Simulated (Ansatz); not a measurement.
InP (model structure, started from the CdTe type, P6₄22, No. 181, 6 atoms in the cell), treated with LDA (Ansatz, a quantum-chemistry and plane-wave program, plane waves, PAW).

Settings: plane-wave cutoff 520 eV, 18×18×6 k mesh (along the axes of the cell as run), Fermi–Dirac smearing 0.05 eV, scalar-relativistic PAW data made under PBE.

Cell (relaxed with PBEsol):

```
InP
1.0
    4.12032     0.00000     0.00000
   -2.06016     3.56830     0.00000
    0.00000     0.00000     9.24980
In P
3 3
Direct
  0.00000   0.50002   0.66667
  0.49998   0.49998   0.00000
  0.50002   0.00000   0.33333
  0.00000   0.50001   0.16667
  0.49999   0.49999   0.50000
  0.50001   0.00000   0.83333
```

**Question.** What does this level give for the band gap and smallest direct gap on the k points sampled?

**Answer.** 
* **band gap**: 0.01 eV (under three smearing widths, so not firm)
* **smallest direct gap on the k points sampled**: 0.15 eV (under three smearing widths, so not firm)

Note: the relaxation could raise the start's symmetry but not lower it, so the cell can be a saddle point; cell and atoms aren't relaxed at this level (pressure -1.9 GPa).

Spin–orbit coupling is not included; it can close the smallest gap of 0.01 eV.

The computed numbers hold no vibrational or temperature effects.

A model structure was made by putting elements into a prototype or built by hand; it is no filed structure, need not be a known phase, and can be a saddle point held by its symmetry.
